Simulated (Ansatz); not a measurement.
The parent structure is MoSi2 (space group I4/mmm, No. 139; a = 3.190 Å, c = 7.822 Å; relaxed with 0.1 eV smearing).

The values are results of DFT with PBEsol, PAW potentials and a 420 eV plane-wave cutoff in Ansatz (a first-principles code), no SOC, not measurements.

Strains are applied to the cell and any free atomic positions relax.

One change was made to it. Results:

```tsv
quantity	base	after
energy relative to the base (free energy F)	0 meV/atom	+56 meV/atom
pressure (mean of the normal stresses, compression positive)	0.0 GPa	19.7 GPa
```

### Question
Name the change that was made.
(A) isotropic strain +2.00 %
(B) isotropic strain −1.50 %
(C) isotropic strain −3.00 %
(D) isotropic strain −2.50 %

### Answer
D, isotropic strain −2.50 %. For comparison, the energy relative to the base in the other runs: isotropic strain −3.00 % gives +82 meV/atom; isotropic strain +2.00 % gives +31 meV/atom; isotropic strain −1.50 % gives +19 meV/atom.

Stability against distortions was not tested. The final runs are not spin-polarised.
